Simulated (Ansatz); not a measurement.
**Migration barriers: Zn-vacancy pair in fcc Cu, neutral cell**

Consider Zn-vacancy pair (Zn on one host Cu site, one Cu site vacant) in fcc Cu, neutral cell. Method: PBE, PAW (plane waves to 420 eV; Ansatz, an electronic-structure program).

32-site cell at the relaxed PBE lattice, a 2×2×2 k-point mesh shifted by half a step, smearing 0.10 eV, spin-restricted, no finite-size correction. Energies are static. Forms of the defect that were not tried may lie lower.

Barriers: single points on a 4×4×4 k-point mesh shifted by half a step at the bands' geometries (they differ from the bands' own by up to 0.08 eV, and are uncertain by about as much).

| Route | Start site over the lowest site run (eV) | Hop (Å) | Forward barrier (eV) | Backward barrier (eV) | Neighbours at the start | Neighbours at the saddle | Saddle order | Forward, on the band's own sampling (eV) |
|---|---|---|---|---|---|---|---|---|
| the Zn atom itself jumps into the vacancy (Zn-vacancy distance between ideal sites 2.57 Å throughout) | 0.00 | 2.46 | 0.55 | 0.55 | 4 Cu at 2.55, 2 Cu at 2.58, 4 Cu at 2.60, Cu at 2.63 Å | 4 Cu at 2.38, 4 Cu at 2.80 Å | not checked, on a symmetry element | 0.47 |

Paths come from CI-NEB runs.  A band can be held on a symmetry element, so unchecked saddle points there may be too high.
